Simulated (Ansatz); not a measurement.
Start from MoSi2 (space group I4/mmm, No. 139; a = 3.202 Å, c = 7.819 Å).

Method: r2SCAN (Ansatz, an electronic-structure program; PAW; 500 eV plane waves; no spin-orbit coupling).

One change was made to it. Results:

The lattice parameter a shrinks by 3.5 pm to 316.7 pm; the band gap stays zero.

Task: Which change produced these results?
A. pressure 30 GPa
B. pressure 7 GPa
C. pressure 15 GPa
D. pressure 3 GPa

Result: B, pressure 7 GPa. For comparison, the lattice parameter a in the other runs: pressure 15 GPa gives 313.3 pm; pressure 30 GPa gives 307.8 pm; pressure 3 GPa gives 318.6 pm.

A case with no gap was solved on a k-mesh chosen for an insulator, which is coarse for it. Load acts through the strain it causes; cell and atoms are relaxed under it. No phonon test of stability was made. No other phases were tried under pressure. The final runs are not spin-polarised.
